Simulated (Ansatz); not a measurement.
Ansatz (a program for electronic structure) run on a (111) slab of K2Pd (cut from a parent of space group no. 123; 12 atoms in the cell): self-consistent single point.

Level of theory: PBEsol, default PAW files made with PBE (plane waves; Ansatz).

The change in words: vacuum of 4 angstrom (first run: 14 Å). Reference geometry:
```yaml
crystal:
  lattice:
    - [8.03852, 0.00000, 0.00000]
    - [4.01926, 5.44699, 0.00000]
    - [0.00000, 0.00000, 22.13809]
  atoms:
    - { symbol: K, position: [0.70283, 0.09434, 0.31620] }
    - { symbol: K, position: [0.20283, 0.09434, 0.31620] }
    - { symbol: Pd, position: [0.20283, 0.59434, 0.31620] }
    - { symbol: K, position: [0.47507, 0.54986, 0.43873] }
    - { symbol: K, position: [0.97507, 0.54986, 0.43873] }
    - { symbol: Pd, position: [0.97507, 0.04986, 0.43873] }
    - { symbol: K, position: [0.24731, 0.00539, 0.56127] }
    - { symbol: K, position: [0.74731, 0.00539, 0.56127] }
    - { symbol: Pd, position: [0.74731, 0.50538, 0.56127] }
    - { symbol: K, position: [0.01954, 0.46091, 0.68380] }
    - { symbol: K, position: [0.51955, 0.46091, 0.68380] }
    - { symbol: Pd, position: [0.51955, 0.96091, 0.68380] }
```

Reference input (self-consistent single point, DFT, PBEsol, plane waves, default PAW files made with PBE): basis.ecutwfc = 30.9 Ry; kpoints.mp_grid.grid = 3 3 1; hamiltonian.xc = pbesol; hamiltonian.pseudopotentials = {kind: paw} (the program's default PAW files); scf.occupations.method = fermi_dirac; scf.occupations.width = 0.0073 Ry. This run's input differs from it in these lines:

Ansatz 0.2 input:
```diff
@@ -5,16 +5,16 @@
     - [4.019259, 5.446994, 0.000000]
-    - [0.000000, 0.000000, 22.138094]
+    - [0.000000, 0.000000, 12.138096]
   atoms:
-    - { symbol: K, position_ang: [6.028889, 0.513848, 6.999999] }
-    - { symbol: K, position_ang: [2.009630, 0.513848, 6.999999] }
-    - { symbol: Pd, position_ang: [4.019259, 3.237345, 6.999999] }
-    - { symbol: K, position_ang: [6.028893, 2.995090, 9.712690] }
-    - { symbol: K, position_ang: [10.048152, 2.995090, 9.712690] }
-    - { symbol: Pd, position_ang: [8.038523, 0.271593, 9.712690] }
-    - { symbol: K, position_ang: [2.009626, 0.029332, 12.425404] }
-    - { symbol: K, position_ang: [6.028885, 0.029332, 12.425404] }
-    - { symbol: Pd, position_ang: [8.038515, 2.752829, 12.425404] }
-    - { symbol: K, position_ang: [2.009630, 2.510574, 15.138095] }
-    - { symbol: K, position_ang: [6.028889, 2.510574, 15.138095] }
-    - { symbol: Pd, position_ang: [8.038519, 5.234071, 15.138095] }
+    - { symbol: K, position_ang: [6.028889, 0.513848, 1.999994] }
+    - { symbol: K, position_ang: [2.009630, 0.513848, 1.999994] }
+    - { symbol: Pd, position_ang: [4.019259, 3.237345, 1.999994] }
+    - { symbol: K, position_ang: [6.028893, 2.995090, 4.712689] }
+    - { symbol: K, position_ang: [10.048152, 2.995090, 4.712689] }
+    - { symbol: Pd, position_ang: [8.038523, 0.271593, 4.712689] }
+    - { symbol: K, position_ang: [2.009626, 0.029332, 7.425407] }
+    - { symbol: K, position_ang: [6.028885, 0.029332, 7.425407] }
+    - { symbol: Pd, position_ang: [8.038515, 2.752829, 7.425407] }
+    - { symbol: K, position_ang: [2.009630, 2.510574, 10.138102] }
+    - { symbol: K, position_ang: [6.028889, 2.510574, 10.138102] }
+    - { symbol: Pd, position_ang: [8.038519, 5.234071, 10.138102] }
 basis:
```

Output (repeated stretches shortened):

```
SCF iter   1: F=—  HF=-39751.204490 eV  |F-HF|=—  |Δ(HF+E_count)|=         —  Δρ=3.24e-3  dr2=7.50e-2  ethr=1.77e-3  ⟨swp⟩=9.0  Hψ=1435  notcnv=0
all-band conjugate gradients solve this SCF's bands
preconditioner: auto → LDOS
SCF iter   2: F=—  HF=-39751.217250 eV  |F-HF|=—  |Δ(HF+E_count)|=   1.28e-2  Δρ=4.12e-3  dr2=1.09e-1  ethr=5.21e-5  ⟨swp⟩=2.0  Hψ=694  notcnv=0
   [... lines left out ...]
SCF iter   6: F=—  HF=-39751.199595 eV  |F-HF|=—  |Δ(HF+E_count)|=   3.91e-5  Δρ=5.83e-5  dr2=3.25e-5  ethr=2.12e-7  ⟨swp⟩=2.0  Hψ=440  notcnv=0
SCF iter   7: F=—  HF=-39751.199459 eV  |F-HF|=—  |Δ(HF+E_count)|=   1.36e-4  Δρ=1.65e-5  dr2=2.87e-6  ethr=2.26e-8  ⟨swp⟩=2.0  Hψ=443  notcnv=0
SCF iter   8: F=—  HF=-39751.199459 eV  |F-HF|=—  |Δ(HF+E_count)|=   7.55e-8  Δρ=5.52e-6  dr2=3.01e-7  ethr=1.99e-9  ⟨swp⟩=2.0  Hψ=448  notcnv=0
SCF iter   9: F=-39751.199459 eV  HF=-39751.199459 eV  |F-HF|=8.45e-9  |Δ(HF+E_count)|=   8.41e-8  Δρ=1.73e-6  dr2=3.94e-8  ethr=6.94e-11  ⟨swp⟩=7.5  Hψ=1342  notcnv=0
SCF 1 converged in 9 iterations: F = -39751.199459 eV  dr2 = 3.94e-8
Free energy (F): -39751.199459 eV
Internal energy: -39751.001486 eV  (E = F + TS)
E sigma→0 (E₀):  -39751.100473 eV
Entropy (-TS):   -0.197973 eV (-16.498 meV/atom)
Fermi energy:    3.954409 eV
--- Forces (eV/Å), atoms counted from 1 ---
  atom   1  K      0.02017573    -0.12072653    -0.22706672
  atom   2  K     -0.02017572    -0.12072653    -0.22706672
  atom   3  Pd    -0.00000001     0.12876239     0.32921178
  atom   4  K     -0.03275058    -0.00673101    -0.00753941
  atom   5  K      0.03275059    -0.00673101    -0.00753941
  atom   6  Pd    -0.00000000     0.02274280     0.00828155
  atom   7  K      0.03275058     0.00673101     0.00753941
  atom   8  K     -0.03275059     0.00673101     0.00753941
   [... lines left out ...]
  atom  12  Pd     0.00000001    -0.12876239    -0.32921178
--- Stress (GPa, compression-positive) ---
       -0.937373       0.000000       0.000000
        0.000000      -1.443345      -0.173315
        0.000000      -0.173315      -1.135203
  P = ⅓ Tr σ = -1.1720 GPa (-11.720 kbar)
  The stress holds the Pulay correction. Without it, at fixed plane waves, as pw.x and ABINIT print it: P = -1.1765 GPa
```

The run converged in 9 iterations. Against the reference run the free energy goes down by 47.0 meV/atom and the largest force goes from 0.522 to 0.353 eV/Å.

The starting cell comes from a database of computed structures (which also holds hypothetical and non-ambient phases and stackings), without a prior relaxation at this level. The slab is cut from that crystal, and its faces are unrelaxed. Its lattice was rescaled by up to half a per cent. Spin polarisation is off.
